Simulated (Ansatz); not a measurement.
Computed with PBE (plane waves to 420 eV, PAW; Ansatz, a quantum-chemistry and plane-wave program).

Planar average of the electrostatic potential across the slab, in eV from the Fermi level, for the (110) surface of bcc W, one row in 2 of the top plane missing (bottom of the slab: a bare face, its two planes held):

(z (Å), V (eV)): (3.72, 4.90); (4.01, 4.90); (4.30, 4.90); (4.58, 4.89); (4.87, 4.88); (5.16, 4.85); (5.44, 4.79); (5.73, 4.68); (6.02, 4.45); (6.30, 4.00); (6.59, 3.10); (6.88, 1.34); (7.16, -2.15); (7.45, -9.02); (7.73, -16.71); (8.02, -21.17); (8.31, -20.37); (8.59, -14.72); (8.88, -7.08); (9.17, -2.67); (9.45, -4.00); (9.74, -10.63); (10.03, -18.11); (10.31, -21.94); (10.60, -20.32); (10.89, -13.99); (11.17, -6.37); (11.46, -2.69); (11.74, -4.73); (12.03, -11.71); (12.32, -18.83); (12.60, -21.94); (12.89, -19.56); (13.18, -12.80); (13.46, -5.45); (13.75, -2.62); (14.04, -5.60); (14.32, -12.98); (14.61, -19.63); (14.90, -21.85); (15.18, -18.61); (15.47, -11.41); (15.76, -4.43); (16.04, -2.36); (16.33, -5.88); (16.61, -13.44); (16.90, -19.86); (17.19, -21.67); (17.47, -18.08); (17.76, -10.84); (18.05, -4.35); (18.33, -3.21); (18.62, -5.66); (18.91, -8.14); (19.19, -8.60); (19.48, -6.53); (19.77, -2.88); (20.05, 0.40); (20.34, 2.05); (20.62, 2.87); (20.91, 3.30); (21.20, 3.52); (21.48, 3.64); (21.77, 3.70); (22.06, 3.73); (22.34, 3.74); (22.63, 3.75); (22.92, 3.75); (23.20, 3.76); (23.49, 3.76)

Set-up: 11 atoms, 11.3 Å thick at the start with caps and adatoms (thin: gaps and levels are the slab's own); mesh 14x7x1; 0.1 eV smearing; dipole correction on; 4 atoms held, the rest relaxed; held to the start's symmetry, so lower structures may exist; no spin, no spin-orbit, no U. In PBE it is, or lies within 0.01 eV a 1x1 cell of, the lowest of the 2 structures of its composition computed so far; subsurface sites and larger cells were not tried.

**Question.** The surface cell has an area of 14.34 Å². What dipole along the normal does the step between the two vacuum levels imply?

**Answer.** the top vacuum level lies 1.14 eV below the bottom one; p = −ε₀ A ΔV (ε₀ = 0.005526 e/(V·Å)) gives 0.09 e·Å a cell.
